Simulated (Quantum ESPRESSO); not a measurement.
Worked example: self-consistent single point of AgCl (Fm-3m, 2 atoms in the cell) in Quantum ESPRESSO.

Computed with PBE, spin-orbit coupling, PseudoDojo fully relativistic norm-conserving (PBE) pseudopotentials (plane waves; Quantum ESPRESSO 7.5).

```
CELL_PARAMETERS angstrom
      0.00000     2.77500     2.77500
      2.77500     0.00000     2.77500
      2.77500     2.77500     0.00000
ATOMIC_POSITIONS crystal
  Ag 0.00000 0.00000 0.00000
  Cl 0.50000 0.50000 0.50000
```

Reference input (self-consistent single point, DFT, PBE, plane waves, SSSP 1.1.2 efficiency (PBE) pseudopotentials): ecutwfc = 60 Ry; ecutrho = 480 Ry; occupations = smearing; smearing = fermi-dirac; degauss = 0.000734986 Ry; potentials = {Ag: Ag_ONCV_PBE-1.0.oncvpsp.upf, Cl: cl_pbe_v1.4.uspp.F.UPF}; K_POINTS = automatic 8 8 8 0 0 0; conv_thr = 1e-10 Ry. This run's input differs from it in these lines:

```diff
@@ -14,4 +14,3 @@
     ntyp = 2
-    ecutwfc = 60
-    ecutrho = 480
+    ecutwfc = 85
     occupations = 'smearing'
@@ -19,2 +18,4 @@
     degauss = 0.000734986
+    noncolin = .true.
+    lspinorb = .true.
 /
@@ -24,4 +25,4 @@
 ATOMIC_SPECIES
-Ag   107.8682  Ag_ONCV_PBE-1.0.oncvpsp.upf
-Cl    35.4500  cl_pbe_v1.4.uspp.F.UPF
+Ag   107.8682  Ag.upf
+Cl    35.4500  Cl.upf
 ATOMIC_POSITIONS crystal
```

The program printed (abridged):

```
     Self-consistent Calculation

     iteration #  1     ecut=    85.00 Ry     beta= 0.70

---- Real-time Memory Report at c_bands before calling an iterative solver
           187 MiB given to the printing process from OS
           165 MiB allocation reported by mallinfo(arena+hblkhd)
------------------

     Threshold (ethr) on eigenvalues was too large:
     Diagonalizing with lowered threshold

---- Real-time Memory Report at c_bands before calling an iterative solver
           206 MiB given to the printing process from OS
           170 MiB allocation reported by mallinfo(arena+hblkhd)
------------------

   [... lines left out ...]

---- Real-time Memory Report at c_bands before calling an iterative solver
           246 MiB given to the printing process from OS
           224 MiB allocation reported by mallinfo(arena+hblkhd)
------------------

     total energy              =    -342.86693505 Ry
     estimated scf accuracy    <          2.6E-10 Ry

     iteration #  9     ecut=    85.00 Ry     beta= 0.70

---- Real-time Memory Report at c_bands before calling an iterative solver
           249 MiB given to the printing process from OS
           228 MiB allocation reported by mallinfo(arena+hblkhd)
------------------
     End of self-consistent calculation

     the Fermi energy is     8.4837 ev

!    total energy              =    -342.86693505 Ry
     estimated scf accuracy    <          2.8E-12 Ry
     smearing contrib. (-TS)   =      -0.00000000 Ry
     internal energy E=F+TS    =    -342.86693505 Ry

     convergence has been achieved in   9 iterations

     Forces acting on atoms (cartesian axes, Ry/au):

     atom    1 type  1   force =     0.00000000    0.00000000    0.00000000
     atom    2 type  2   force =     0.00000000    0.00000000    0.00000000

     Total force =     0.000000     Total SCF correction =     0.000000

          total   stress  (Ry/bohr**3)                   (kbar)     P=       15.09
   0.00010258   0.00000000   0.00000000           15.09        0.00        0.00
   0.00000000   0.00010258   0.00000000            0.00       15.09        0.00
   0.00000000  -0.00000000   0.00010258            0.00       -0.00       15.09

   JOB DONE.
```

The run converged in 9 iterations. Against the reference run the pressure moves little (1.45 to 1.51 GPa) and the gap on the mesh goes from 0.973 to 0.872 eV.

The starting cell has typed, rounded lattice constants, without a prior relaxation at this level.

Cost on one core of a shared machine: roughly 90 s.
